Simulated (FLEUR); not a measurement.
A self-consistent single point of CoSi (P2_13, 8 atoms in the cell) with FLEUR

Method: PBE, all-electron FLAPW (FLEUR), scalar-relativistic valence.

Input:

Input of the input generator:

```
scf CoSi
&input film=f /
4.4230060000 0.0000000000 0.0000000000
0.0000000000 4.4230060000 0.0000000000
0.0000000000 0.0000000000 4.4230060000
1.8897261246
1.0 1.0 1.0

8
27 0.8541000000 0.6459000000 0.3541000000
27 0.6459000000 0.3541000000 0.8541000000
27 0.3541000000 0.8541000000 0.6459000000
27 0.1459000000 0.1459000000 0.1459000000
14 0.1565400000 0.3434600000 0.6565400000
14 0.3434600000 0.6565400000 0.1565400000
14 0.6565400000 0.1565400000 0.3434600000
14 0.8434600000 0.8434600000 0.8434600000

&comp jspins=1 /
&kpt div1=9 div2=9 div3=9 /
&end /
```

```xml
<?xml version="1.0" encoding="UTF-8" standalone="no"?>
<fleurInput fleurInputVersion="0.39">
   <comment>
      scf CoSi                                                                                            
   </comment>
   <calculationSetup>
      <cutoffs Kmax="4.2" Gmax="12.6" GmaxXC="12.6" numbands="0"/>
      <scfLoop itmax="100" minDistance="0.00001" maxIterBroyd="40" imix="Anderson" alpha="0.05" precondParam="0.0" spinf="2.0"/>
      <coreElectrons ctail="T" frcor="F" kcrel="0" coretail_lmax="0"/>
      <xcFunctional name="pbe" relativisticCorrections="F"/>
      <magnetism jspins="1"/>
      <soc l_soc="F" theta="0.0" phi="0.0" spav="F"/>
      <expertModes spex="0" secvar="F"/>
      <geometryOptimization l_f="T" forcealpha="1.0" forcemix="BFGS" epsdisp="0.00001" epsforce="0.00001"/>
      <ldaU l_linMix="F" mixParam="0.05" spinf="1.0"/>
   </calculationSetup>
   <cell>
      <bzIntegration valenceElectrons="76.0" mode="gauss" fermiSmearingEnergy="0.00999582">
         <kPointListSelection listName="default-1"/>
         <!-- k-points included here -->
         <xi:include xmlns:xi="http://www.w3.org/2001/XInclude" href="kpts.xml"> </xi:include>
      </bzIntegration>
      <!-- symmetry operations included here -->
      <xi:include xmlns:xi="http://www.w3.org/2001/XInclude" href="sym.xml"> </xi:include>
      <bulkLattice scale="1.0">
         <bravaisMatrix>
            <row-1>    8.3582699874625472     0.0000000000000000     0.0000000000000000</row-1>
            <row-2>    0.0000000000000000     8.3582699874625472     0.0000000000000000</row-2>
            <row-3>    0.0000000000000000     0.0000000000000000     8.3582699874625472</row-3>
         </bravaisMatrix>
      </bulkLattice>
   </cell>
   <atomSpecies>
      <species name="Cobalt (Co)" element="Co" atomicNumber="27">
         <mtSphere radius="2.40" gridPoints="829" logIncrement="0.015"/>
         <atomicCutoffs lmax="10" lnonsphr="8"/>
         <electronConfig flipSpins="F">
            <coreConfig>(1s1/2) (2s1/2) (2p1/2) (2p3/2) (3s1/2)</coreConfig>
            <valenceConfig>(3p1/2) (3p3/2) (4s1/2) (3d3/2) (3d5/2)</valenceConfig>
            <stateOccupation state="(3d3/2)" spinUp="1.4" spinDown="1.4"/>
            <stateOccupation state="(3d5/2)" spinUp="2.1" spinDown="2.1"/>
         </electronConfig>
         <energyParameters s="4" p="4" d="3" f="4"/>
         <lo type="SCLO" l="1" n="3" eDeriv="0"/>
      </species>
      <species name="Silicon (Si)" element="Si" atomicNumber="14">
         <mtSphere radius="1.62" gridPoints="559" logIncrement="0.02"/>
         <atomicCutoffs lmax="6" lnonsphr="4"/>
         <electronConfig flipSpins="F">
            <coreConfig>(1s1/2) (2s1/2) (2p1/2) (2p3/2)</coreConfig>
            <valenceConfig>(3s1/2) (3p1/2) (3p3/2)</valenceConfig>
            <stateOccupation state="(3p1/2)" spinUp="0.3333333333333" spinDown="0.3333333333333"/>
            <stateOccupation state="(3p3/2)" spinUp="0.6666666666667" spinDown="0.6666666666667"/>
         </electronConfig>
         <energyParameters s="3" p="3" d="3" f="4"/>
      </species>
   </atomSpecies>
   <atomGroups>
      <atomGroup species="Cobalt (Co)">
         <relPos label="                   1">-.1459000000 -.3541000000 .3541000000</relPos>
         <relPos label="                   2">-.3541000000 .3541000000 -.1459000000</relPos>
         <relPos label="                   3">.3541000000 -.1459000000 -.3541000000</relPos>
         <relPos label="                   4">.1459000000 .1459000000 .1459000000</relPos>
         <force calculate="T" relaxXYZ="TTT"/>
      </atomGroup>
      <atomGroup species="Silicon (Si)">
         <relPos label="                   5">.1565400000 .3434600000 -.3434600000</relPos>
         <relPos label="                   6">.3434600000 -.3434600000 .1565400000</relPos>
         <relPos label="                   7">-.3434600000 .1565400000 .3434600000</relPos>
         <relPos label="                   8">-.1565400000 -.1565400000 -.1565400000</relPos>
         <force calculate="T" relaxXYZ="TTT"/>
      </atomGroup>
   </atomGroups>
   <output dos="F" band="F" slice="F">
      <checks vchk="F" cdinf="F"/>
      <bandDOS minEnergy="-.5*Htr" maxEnergy="0.5*Htr" sigma="0.015" storeEVData="T"/>
      <vacuumDOS vacdos="F" integ="F" star="F" nstars="0" locx1="0.0" locy1="0.0" locx2="0.0" locy2="0.0" nstm="0" tworkf="0.0"/>
      <unfoldingBand unfoldBand="F" supercellX="1" supercellY="1" supercellZ="1"/>
      <plotting iplot="0" polar="F">
         <plot TwoD="T" vec1="  1.0  0.0  0.0" vec2="  0.0  1.0  0.0" vec3="  0.0  0.0  1.0" zero="  0.0  0.0  0.0" file="plot"/>
      </plotting>
      <chargeDensitySlicing numkpt="0" minEigenval="0.0" maxEigenval="0.0" nnne="0" pallst="F"/>
      <specialOutput eonly="F"/>
      <magneticCircularDichroism mcd="F" energyLo="-10.0" energyUp="0.0"/>
   </output>
  <!-- We include the file relax.xml here to enable relaxations (see documentation) -->
  <xi:include xmlns:xi="http://www.w3.org/2001/XInclude" href="relax.xml"> <xi:fallback/> </xi:include>
</fleurInput>
```

Output (repeated stretches shortened):

```
      Welcome to FLEUR        (www.flapw.de)
      MaX-Release 8.1          (www.max-centre.eu)

 ========== k-point set info ==========
 Selected k-point list: default-1
 k-point list type: mesh
 9 x 9 x 9
 Number of k points: 45

 ------------Calculation Setup---------------------------
           1           3           5           9          15          45
 Number of basis functions:          767
 Iteration:     1   Distance:      14.96490276 me/bohr^3
 Iteration:     2   Distance:      10.84856261 me/bohr^3
 Iteration:     3   Distance:       8.18378692 me/bohr^3
 Iteration:     4   Distance:       2.60144631 me/bohr^3
 Iteration:     5   Distance:       2.24964257 me/bohr^3
 Iteration:     6   Distance:       0.26822503 me/bohr^3
   [... 5 lines left out ...]
 Iteration:    12   Distance:       0.00061211 me/bohr^3
 Iteration:    13   Distance:       0.00009003 me/bohr^3
 Iteration:    14   Distance:       0.00006930 me/bohr^3
 Iteration:    15   Distance:       0.00001195 me/bohr^3
 Iteration:    16   Distance:       0.00000208 me/bohr^3
 Reset of history
 Run finished successfully
 Stop message:
   Structural relaxation: new displacements generated

[file out, last iteration]
             iter=     17
          p o t e n t i a l   g e n e r a t o r
[...]
          integral of pseudo charge density inside the slab=        0.000000   0.000000
     coulomb potential in the interstitial region:
          density-coulomb potential integrals
          total density-coulomb potenti   -10220.6219603433
          density-effective potential integrals for spin  1
          total density-effective poten   -1.0639263821E+04
          charge density-energy density integrals
          total charge density-energy d   -3.2281955498E+02
 Updated energy parameters for spin:           1
  Atom    1 4s branch from -3.03 to  1.64 htr. ; e_l =  0.2401
  Atom    1 4p branch from -1.68 to  2.20 htr. ; e_l =  0.3712
  Atom    1 3d branch from -9.99 to  0.49 htr. ; e_l =  0.3751
  Atom    1 4f branch from -9.99 to  3.44 htr. ; e_l =  0.6844
  Atom    1 3p branch from-27.56 to -1.68 htr. ; e_l(l -1.6867
  Atom    2 3s branch from -4.46 to  3.34 htr. ; e_l = -0.2046
  Atom    2 3p branch from -2.83 to  3.74 htr. ; e_l = -0.0632
  Atom    2 3d branch from -9.99 to  3.53 htr. ; e_l =  0.1065
  Atom    2 4f branch from -9.99 to  7.24 htr. ; e_l =  0.2683
[...]
 fermi energy and band-weighting factors:
at   0.44444   0.44444   0.44444   k-weight:    0.010974
   58 eigenvalues :
   -1.688621   -1.688596   -1.688432   -1.688403   -1.685884   -1.685847   -1.685603   -1.685562
   -1.684092   -1.684077   -1.683977   -1.683966    0.085234    0.093090    0.109411    0.116309
    0.183184    0.189605    0.210048    0.216023    0.333166    0.336045    0.337160    0.341860
    0.344529    0.349045    0.349845    0.351537    0.396125    0.398760    0.402492    0.402704
    0.404607    0.404963    0.406226    0.407601    0.439044    0.440087    0.448160    0.449708
    0.616071    0.631451    0.638715    0.658895    0.660316    0.668323    0.677610    0.687721
    0.705550    0.718815    0.752396    0.758236    0.787217    0.803557    0.804566    0.808976
    0.809287    0.821064
   [... lines left out ...]
          first approx. to ef    (T=0)  :   0.450137 htr   (energy of the highest occ. eigenvalue)
          total moment                 =     0.00000
 Direct bandgap for spin            1 :    1.0741753878094451E-002  Htr
   [... lines left out ...]
          0.02423419  electrons lost from core.
          total charge for spin  1=  164.000000
          interst. charge =      13.522712
          mt charge=             26.743953   10.875369
          total charge  =  164.000000
          zc=   164.000000     qfix=    1.000000
     t o t a l  e n e r g y
          sum of eigenvalues =             -3819.2743013136
          density-coulomb potential int   -10220.6219603433
          density-effective potential i   -10639.2638213947
          charge density-ex.-corr.energ     -322.8195549764
          el.-nucl. inter. diff. m.t.       6692.3459038303
          Madelung term for atom type:       -27.1701572141
          el.-nucl. inter. diff. m.t.       1349.8306011571
          Madelung term for atom type:       -51.7401890271
 ---->    total energy=                    -6734.2278662955 htr
 ---->    (input%tkb*entropy) TS=              0.0000000000 htr
 ---->    free energy=                     -6734.2278662955 htr
      extrapolation for T->0
 ---->    total electron energy=           -6734.2278662955 htr
 ***** TOTAL FORCES ON ATOMS *****
 TOTAL FORCE FOR ATOM TYPE=  1  X= -1.219   Y= -2.960   Z=  2.960
                       FX_TOT= 0.000430 FY_TOT=-0.000430 FZ_TOT= 0.000430
 TOTAL FORCE FOR ATOM TYPE=  2  X=  1.308   Y=  2.871   Z= -2.871
                       FX_TOT= 0.000327 FY_TOT=-0.000327 FZ_TOT= 0.000327
```

The run converged in 16 iterations. FLEUR gives forces in its relaxation mode, with a further iteration, so its stop message speaks of a relaxation.

The starting cell comes from a database of computed structures (which also holds hypothetical and non-ambient phases and stackings), without a prior relaxation at this level. Its lattice was rescaled by a random factor within 2.5 % of one. Spin polarisation is off. Values depend on the basis (sphere radii, cutoffs, local orbitals), which need not be converged. The log's line on a gap gives a spacing of levels on this mesh, which the program prints for metals too.

Cost on one core of a shared machine: roughly 10 min.
